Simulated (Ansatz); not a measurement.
## Worked example: self-consistent single point of Cu3Pd (P4mm, 4 atoms in the cell) in Ansatz

Level of theory: LDA (PW92), default PAW files made with PBE (plane waves; Ansatz, a program for electronic structure).

The input file:

Ansatz 0.2 input:
```yaml
# Cu3Pd
crystal:
  lattice:
    - [3.682946, 0.000000, 0.000000]
    - [0.000000, 3.682946, 0.000000]
    - [0.000000, 0.000000, 3.682946]
  atoms:
    - { symbol: Cu, position_ang: [0.050000, 1.841473, 1.841473] }
    - { symbol: Cu, position_ang: [1.841473, 0.000000, 1.841473] }
    - { symbol: Cu, position_ang: [1.841473, 1.841473, 0.000000] }
    - { symbol: Pd, position_ang: [0.000000, 0.000000, 0.000000] }
basis:
  ecutwfc: 30.9 Ry
kpoints:
  mp_grid:
    grid: [9, 9, 9]
hamiltonian:
  xc: lda
  pseudopotentials:
    kind: paw
scf:
  occupations:
    method: fermi_dirac
    width: 0.0073 Ry
output:
  forces: true
  eigenvalues: true
  stress: true
```

Output, abridged:

```
WARN ansatz: RAYON_NUM_THREADS=1 ignored (pool sized by the plan → 1); use --threads N
Pseudopotentials: kind: paw
Pseudopotential: Cu, paw, valence charge 19
Pseudopotential: Pd, paw, valence charge 18
Crystal: 4 atoms, lattice volume = 49.956 Å³
Basis set: ecut = 420.4159175005146 eV, 949 PW (Γ)
Bands: 45, of which v1, the nominal top of the filled ones, is band 38 counted from 1 (37 counted from 0)
Symmetry: 8 space group operations
Space group: P4mm (ITA 99), of the structure as read, at distance tolerance 3.7e-5 Å
k-points: 75 of 729 (time reversal used)
PAW frozen core: Cu, regenerated for the run's functional, and the local potential with it
PAW frozen core: Pd, regenerated for the run's functional, and the local potential with it
Initial density: superposition of atomic densities (neutral atoms: chi_scale 0, normalization atom), corrected by the library's trained network
Initial wavefunctions: pseudopotential atomic-orbital guess
Eigensolver: davidson
Functional: x = slater, c = lda
SCF iter   1: F=—  HF=-26512.068717 eV  |F-HF|=—  |Δ(HF+E_count)|=         —  Δρ=2.02e-2  dr2=1.01e-1  ethr=1.77e-3  ⟨swp⟩=5.7  Hψ=12682  notcnv=0  defer=29
all-band conjugate gradients solve this SCF's bands
preconditioner: auto → Kerker (q_TF=auto, 2.919 Å⁻¹)
SCF iter   2: F=—  HF=-26512.043710 eV  |F-HF|=—  |Δ(HF+E_count)|=   2.50e-2  Δρ=3.87e-3  dr2=7.64e-3  ethr=1.34e-4  ⟨swp⟩=2.1  Hψ=5930  notcnv=0  defer=108
SCF iter   3: F=—  HF=-26512.042242 eV  |F-HF|=—  |Δ(HF+E_count)|=   1.47e-3  Δρ=2.44e-3  dr2=1.90e-3  ethr=1.02e-5  ⟨swp⟩=1.9  Hψ=3583  notcnv=0  defer=108
SCF iter   4: F=—  HF=-26512.041737 eV  |F-HF|=—  |Δ(HF+E_count)|=   5.05e-4  Δρ=2.35e-4  dr2=4.53e-5  ethr=2.54e-6  ⟨swp⟩=2.0  Hψ=3829  notcnv=0  defer=108
SCF iter   5: F=—  HF=-26512.041744 eV  |F-HF|=—  |Δ(HF+E_count)|=   7.53e-6  Δρ=1.40e-4  dr2=1.68e-5  ethr=6.04e-8  ⟨swp⟩=2.0  Hψ=4729  notcnv=0  defer=108
SCF iter   6: F=—  HF=-26512.041740 eV  |F-HF|=—  |Δ(HF+E_count)|=   4.01e-6  Δρ=5.37e-5  dr2=2.36e-6  ethr=2.24e-8  ⟨swp⟩=2.7  Hψ=5719  notcnv=0  defer=108
SCF iter   7: F=—  HF=-26512.041740 eV  |F-HF|=—  |Δ(HF+E_count)|=   2.57e-7  Δρ=1.51e-5  dr2=1.48e-7  ethr=3.14e-9  ⟨swp⟩=2.1  Hψ=4598  notcnv=0  defer=108
SCF iter   8: F=-26512.041740 eV  HF=-26512.041740 eV  |F-HF|=1.69e-8  |Δ(HF+E_count)|=   4.58e-8  Δρ=5.54e-6  dr2=1.79e-8  ethr=1.33e-10  ⟨swp⟩=7.9  Hψ=12738  notcnv=0
SCF 1 converged in 8 iterations: F = -26512.041740 eV  dr2 = 1.79e-8
SCF converged after 8 iterations
Free energy (F): -26512.041740 eV
Harris-Foulkes:  -26512.041740 eV  (|F-HF|=1.69e-8)
Internal energy: -26511.993063 eV  (E = F + TS)
E sigma→0 (E₀):  -26512.017402 eV
Entropy (-TS):   -0.048678 eV (-12.169 meV/atom)
Fermi energy:    17.207664 eV
--- Per-component energies (eV) ---
  E_band       = -1206.625523
  E_kinetic    = 1416.302869
  E_local      = -14004.958717  (includes V_loc(G=0)·N_el)
  E_nonlocal   = 1408.464671
  E_hartree    = 6112.611663
  E_xc         = -435.128805
  E_vxc        = -558.196195  (∫ρ·V_xc dr)
  E_paw        = -8405.474789  (= ΣΔE_a)
  E_vpaw       = -1693.467414  (= ΣTr[D̂ρ^β])
  E_aug_tail   = 0.000941  (compensation charges beyond the density's cutoff)
  E_ewald      = -12605.840610
  E_core_change = 2.029714  (= ΣΔE_core)
  E_smearing   = -0.048678  (= −TS)
  E_closure    = 0.000000  (closes the sum)
  Σ components = -26512.041740   (vs F -26512.041740, Δ=0.00e0)
--- Forces (eV/Å), atoms counted from 1 ---
  atom   1  Cu    -0.20074832     0.00000000     0.00000000
  atom   2  Cu     0.10286915    -0.00000000     0.00000000
  atom   3  Cu     0.10286915     0.00000000     0.00000000
  atom   4  Pd    -0.00498747    -0.00000000     0.00000000
  max |Σ_I F_I| component: 2.51e-6 eV/Å
--- Stress (GPa, compression-positive) ---
       -9.741758      -0.000000       0.000000
       -0.000000      -9.761934       0.000000
        0.000000       0.000000      -9.761934
  P = ⅓ Tr σ = -9.7552 GPa (-97.552 kbar)
  The stress holds the Pulay correction. Without it, at fixed plane waves, as pw.x and ABINIT print it: P = -9.8372 GPa
--- Band table (eV; the first three rows and the last of 75) ---
  k-point 0: bands = ["-94.1330", "-94.1219", "-94.1218", "-66.8423", "-51.9876", "-51.9876", "-51.9872", "-51.9296", "-51.9296", "-51.9295", "-51.9195", "-51.9195", "-51.9193", "-32.6347", "-32.6344", "-32.6344", "8.4997", "12.0324", "12.0328", [...]
  k-point 1: bands = ["-94.1327", "-94.1222", "-94.1219", "-66.8422", "-51.9871", "-51.9868", "-51.9854", "-51.9305", "-51.9299", "-51.9290", "-51.9211", "-51.9201", "-51.9199", "-32.6354", "-32.6347", "-32.6344", "8.6506", "12.0926", "12.1049", [...]
  k-point 2: bands = ["-94.1319", "-94.1230", "-94.1219", "-66.8422", "-51.9850", "-51.9845", "-51.9808", "-51.9320", "-51.9306", "-51.9288", "-51.9254", "-51.9216", "-51.9212", "-32.6378", "-32.6347", "-32.6344", "9.0943", "12.2066", "12.3032", [...]
  k-point 74: bands = ["-94.1259", "-94.1254", "-94.1254", "-66.8416", "-52.0185", "-51.9594", "-51.9593", "-51.9585", "-51.9450", "-51.9444", "-51.9094", "-51.9093", "-51.9091", "-32.6403", "-32.6400", "-32.6399", "11.8725", "11.9400", "11.9409", [...]
```

The run converged in 8 iterations.

The starting cell comes from a database of computed structures (which also holds hypothetical and non-ambient phases and stackings), without a prior relaxation at this level. Its lattice was rescaled by up to half a per cent. One atom was moved a little off its site on purpose. Spin polarisation is off. With a pressure of about -10 GPa the cell is away from its equilibrium volume at this level. Ansatz's pressure includes its estimate of the finite-basis (Pulay) stress.
